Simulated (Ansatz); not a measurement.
**Ag on the Hf site in metastable polar orthorhombic HfO2**

The numbers are results of HSE06, PAW (plane waves to 420 eV; Ansatz, a first-principles code), not measurements. Set-up: 96-site cell; PBE lattice, 11.41 Å³ a site; 2×2×2 shifted k-points; start: the Hf site; no spin–orbit coupling; energies good to tenths of an eV; atoms relaxed at one k-point.

Neighbours after relaxation, in Å: of the Ag atom: O 2.21, O 2.35, O 2.39, O 2.46, O 2.51, O 2.51, O 2.60.

```
charge         moment (μB)  point group  largest move off a lattice site (Å)
------  ------------------  -----------  -----------------------------------
−3      not spin-polarised           C1                                 0.43
```

Point groups are those of the whole cell at tolerances of 0.03 and 0.1 Å ("near" where only the looser one holds); none is given for unsettled states.

No usable result was obtained for charge +1, 0, −1, −2.
